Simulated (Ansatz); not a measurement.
## Effect of uniaxial strain ε_zz = +1.20 % on CsPbBr3

Start from CsPbBr3 in the cubic perovskite structure (space group Pm-3m, No. 221; a = 5.770 Å). Axes: x, y, z lie along the cube axes.

One thing is altered: uniaxial strain ε_zz = +1.20 %, all other strain components held at zero, atoms relaxed at fixed cell.

Computed with Ansatz (a quantum-chemistry and plane-wave program), LDA, PAW, cutoff 420 eV, scalar-relativistic without spin-orbit coupling. k-mesh 6×6×6 (Γ-centred); smearing 0.05 eV (Fermi–Dirac).

The volume per atom increases by 0.461 Å³, from 38.42 Å³ to 38.89 Å³ and the shortest interatomic distance is still 2.885 Å. The energy grows by 1.0 meV/atom and the pressure (mean of the normal stresses, compression positive) goes from zero to -0.29 GPa. The band gap is nearly the same (1.17 eV against 1.16 eV) and the gap character comes out as direct at A. The electron mass is 0.070 mₑ along z, 0.67 mₑ across (at R) and the valley order (the lowest conduction-band minima on the path, energy above the VBM, named in the base's zone) becomes R along [111] 1.16 eV; Γ 2.48 eV (base: R along ⟨111⟩ 1.17 eV; Γ 2.42 eV). The stress (xx, yy, zz, yz, xz, xy; compression positive) comes out as (-0.08, -0.08, -0.69, 0.00, 0.00, 0.00) GPa.

Final structure:

```
CELL_PARAMETERS angstrom
      5.77022     0.00000     0.00000
      0.00000     5.77022     0.00000
      0.00000     0.00000     5.83946
ATOMIC_POSITIONS crystal
  Cs 0.00000 0.00000 0.00000
  Pb 0.50000 0.50000 0.50000
  Br 0.50000 0.00000 0.50000
  Br 0.00000 0.50000 0.50000
  Br 0.50000 0.50000 0.00000
```

Cost of the whole job for the changed cell (relaxation, final SCF and bands): very roughly 60 core-seconds.

With Pb present, leaving out spin-orbit coupling can change the band edges. Effective masses come from finite differences of ±0.01 Å⁻¹. Stability against distortions was not tested. Many cubic perovskites are stable only at high temperature; tilts and polar distortions were not tested. This is not the structure that CsPbBr3 has at room temperature and ambient pressure. Labels are those of the standard path for the cell's own space group.
